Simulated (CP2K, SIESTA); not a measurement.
A SIESTA input for a self-consistent single point of a sheet of MgI2 (3 atoms in the cell) (DFT, GGA PBE, numerical atomic orbitals DZP, PseudoDojo PBE standard norm-conserving potentials (rewritten from UPF to PSML)):

```
# files in the folder: Mg.psml I.psml (PseudoDojo PBE standard)
SystemName  MgI2
SystemLabel siesta

NumberOfAtoms                3
NumberOfSpecies              2
%block ChemicalSpeciesLabel
  1 12 Mg
  2 53 I
%endblock ChemicalSpeciesLabel
LatticeConstant              1.0 Ang
%block LatticeVectors
     4.116805000    0.000000000    0.000000000
    -2.058403000    3.565258000    0.000000000
     0.000000000    0.000000000   17.335116000
%endblock LatticeVectors
AtomicCoordinatesFormat      Ang
%block AtomicCoordinatesAndAtomicSpecies
     0.000000000    0.000000000    8.667558000  1
    -0.000002392    2.376839855   10.335109484  2
     2.058404392    1.188418145    7.000006516  2
%endblock AtomicCoordinatesAndAtomicSpecies

XC.functional                GGA
XC.authors                   PBE
PAO.BasisSize                DZP
PAO.EnergyShift              0.01 Ry
MeshCutoff                   400 Ry
%block kgrid.MonkhorstPack
    9   0   0  0.0
    0   9   0  0.0
    0   0   1  0.0
%endblock kgrid.MonkhorstPack
OccupationFunction           MP
OccupationMPOrder            0
ElectronicTemperature        0.136 eV

MaxSCFIterations             150
SCF.Mixer.Method             Pulay
SCF.Mixer.Weight             0.1
SCF.Mixer.History            6
SCF.DM.Tolerance             1.0E-04
Diag.ParallelOverK           true
WriteForces                  true
```

Q: Write the same calculation as an input for CP2K.

A: One input that does it (others would too):

```
&GLOBAL
  PROJECT bulk
  RUN_TYPE ENERGY_FORCE
  PRINT_LEVEL LOW
&END GLOBAL
&FORCE_EVAL
  METHOD Quickstep
  STRESS_TENSOR ANALYTICAL
  &DFT
    BASIS_SET_FILE_NAME BASIS_MOLOPT
    POTENTIAL_FILE_NAME GTH_POTENTIALS
    &QS
      METHOD GPW
      EPS_DEFAULT 1E-10
    &END QS
    &MGRID
      CUTOFF 1000
      REL_CUTOFF 50
      NGRIDS 5
    &END MGRID
    &SCF
      SCF_GUESS ATOMIC
      EPS_SCF 1E-7
      MAX_SCF 100
      ADDED_MOS 5
      &DIAGONALIZATION
        ALGORITHM STANDARD
      &END DIAGONALIZATION
      &MIXING
        METHOD BROYDEN_MIXING
        ALPHA 0.3
        NBUFFER 12
        BETA 1
      &END MIXING
      &SMEAR ON
        METHOD GAUSSIAN
        SIGMA [eV] 0.136
      &END SMEAR
    &END SCF
    &KPOINTS
      SCHEME MONKHORST-PACK 9 9 1
    &END KPOINTS
    &XC
      &XC_FUNCTIONAL PBE
      &END XC_FUNCTIONAL
    &END XC
    &PRINT
      &MO
        EIGENVALUES T
        OCCUPATION_NUMBERS T
        NDIGITS 8
        FILENAME mo
        &EACH
          QS_SCF 0
        &END EACH
        ADD_LAST NUMERIC
      &END MO
      &MULLIKEN OFF
      &END MULLIKEN
    &END PRINT
  &END DFT
  &SUBSYS
    &CELL
      A 4.11680500 0.00000000 0.00000000
      B -2.05840300 3.56525800 0.00000000
      C 0.00000000 0.00000000 17.33511600
      PERIODIC XYZ
    &END CELL
    &COORD
      SCALED
      Mg       0.00000000     0.00000000     0.50000000
      I        0.33333300     0.66666700     0.59619500
      I        0.66666700     0.33333300     0.40380500
    &END COORD
    &KIND Mg
      BASIS_SET DZVP-MOLOPT-SR-GTH-q10
      POTENTIAL GTH-PBE-q10
    &END KIND
    &KIND I
      BASIS_SET DZVP-MOLOPT-SR-GTH-q7
      POTENTIAL GTH-PBE-q7
    &END KIND
  &END SUBSYS
  &PRINT
    &FORCES ON
    &END FORCES
    &STRESS_TENSOR ON
    &END STRESS_TENSOR
  &END PRINT
&END FORCE_EVAL
```

Basis settings and potentials, where a program has them, do not carry over. This input uses DFT PBE, GPW, DZVP-MOLOPT-SR-GTH basis, GTH-PBE potentials (GTH_POTENTIALS).

The starting cell was generated: these elements placed on a structure prototype, without a prior relaxation; it need not be a known phase or ordering of this composition. Its lattice was rescaled in the plane by a random factor within 2.5 % of one. For this run, on top of that: lattice scaled in the plane by 0.98.
